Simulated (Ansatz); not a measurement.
Hf: tensor shear ε_xz = −3.81 %

Take Hf in the hcp (Mg type) structure (space group P6_3/mmc, No. 194; a = 3.1983 Å, c = 5.0488 Å; relaxed with 0.1 eV smearing) as the base. Axes: x lies along a and z along c of the hexagonal cell.

Now apply this change: a pure shear with ε_xz = ε_zx = -0.0381; the atoms relax in the strained cell.

Computed with r2SCAN, PAW, 500 eV (Ansatz, a quantum-chemistry and plane-wave program; without spin-orbit coupling). k-mesh 21×21×12 (Γ-centred); smearing 0.1 eV (Fermi–Dirac).

```json
[
 {"quantity": "volume per atom", "base": "22.36 Å³", "changed": "22.33 Å³", "shift": "-0.03 Å³"},
 {"quantity": "space group", "base": "P6_3/mmc (No. 194)", "changed": "C2/c (No. 15)", "shift": "–"},
 {"quantity": "energy relative to the base (free energy F)", "base": "0 meV/atom", "changed": "+23 meV/atom", "shift": "+23 meV/atom"},
 {"quantity": "band gap", "base": "zero", "changed": "zero", "shift": "–"},
 {"quantity": "stress (xx, yy, zz, yz, xz, xy; compression positive)", "base": "–", "changed": "(0.0, -0.1, 0.4, 0.0, 4.2, 0.0) GPa", "shift": "–"}
]
```

No phonon test of stability was made. The final runs are not spin-polarised.
